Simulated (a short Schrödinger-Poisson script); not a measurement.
# Gated In0.52Al0.48As/In0.53Ga0.47As δ-doped gas in a quantum well

Stack: gated In0.52Al0.48As/In0.53Ga0.47As δ-doped gas in a quantum well, at 300 K.

```tsv
layer	material	thickness (nm)	Na (cm⁻³)
1	In0.52Al0.48As	10	-
2	In0.52Al0.48As	2	-
3	In0.53Ga0.47As	15	-
4	In0.52Al0.48As	4000	2e15
```

Constants are typed, rounded textbook-type inputs, not results; the design itself was drawn at random and stands for no fabricated device. In0.52Al0.48As: permittivity 12.5, conduction-band edge (eV) 0.52, gap (eV) 1.45, electron mass (mₑ) 0.075, Nv at 300 K (cm⁻³) 1.1e19. In0.53Ga0.47As: permittivity 13.9, conduction-band edge (eV) 0, gap (eV) 0.74, Nv at 300 K (cm⁻³) 7.7e18.

Channel valleys (confinement mass, in-plane density-of-states mass, number): Γ 0.041, 0.041, 1. At the gate the conduction-band edge of layer 1 lies 0.65 eV − eVg above the Fermi level of the channel; the field vanishes at the back. Sheet of ionised δ-doping: +2.8e12 e/cm² at 10 nm from the gate. The barrier under the gate holds no holes. Gaps are held at their typed values at every temperature. Mesh 0.08 nm at interfaces.

Solved with a short Schrödinger-Poisson script written for these runs: 1D Poisson equation in equilibrium, electrons quantum, Hartree (BenDaniel-Duke, 40 states a valley, the channel's in-plane mass for all, wave functions free to enter the barrier), parabolic valleys, classical holes, full ionisation, no traps, pinning or gate leakage.

| Vg (V) | electrons (cm⁻²) | in the channel layer | C (μF/cm²) | Γ E0 (meV) | Γ E1 (meV) |
|---|---|---|---|---|---|
| 0.4 | 2.31e12 | 2.23e12 | 0.654 | -107.7 | -14.7 |
| 0.35 | 2.10e12 | 2.04e12 | 0.647 | -99.4 | -8.6 |
| 0.3 | 1.90e12 | 1.85e12 | 0.640 | -91.1 | -2.3 |
| 0.25 | 1.71e12 | 1.66e12 | 0.631 | -82.6 | 4.4 |
| 0.2 | 1.51e12 | 1.47e12 | 0.622 | -73.8 | 11.5 |
| 0.15 | 1.32e12 | 1.29e12 | 0.611 | -64.8 | 19.1 |
| 0.1 | 1.13e12 | 1.11e12 | 0.598 | -55.4 | 27.4 |
| 0.05 | 9.46e11 | 9.29e11 | 0.583 | -45.4 | 36.3 |
| 0 | 7.68e11 | 7.56e11 | 0.564 | -34.8 | 46.2 |
| -0.05 | 5.96e11 | 5.88e11 | 0.540 | -23.3 | 57.2 |
| -0.1 | 4.34e11 | 4.28e11 | 0.508 | -10.4 | 69.8 |
| -0.15 | 2.84e11 | 2.80e11 | 0.458 | 4.9 | 85.0 |
| -0.2 | 1.54e11 | 1.52e11 | 0.376 | 24.2 | 104.4 |
| -0.25 | 5.99e10 | 5.92e10 | 0.238 | 51.2 | 131.7 |
| -0.3 | 1.44e10 | 1.42e10 | 0.0912 | 89.3 | 169.9 |
| -0.35 | 2.47e9 | 2.45e9 | 0.0314 | 135.2 | 215.7 |
| -0.4 | 3.86e8 | 3.82e8 | 0.0201 | 183.3 | 263.8 |
| -0.45 | 5.93e7 | 5.87e7 | 0.0190 | 231.7 | 312.1 |

Subbands count from the Fermi level.
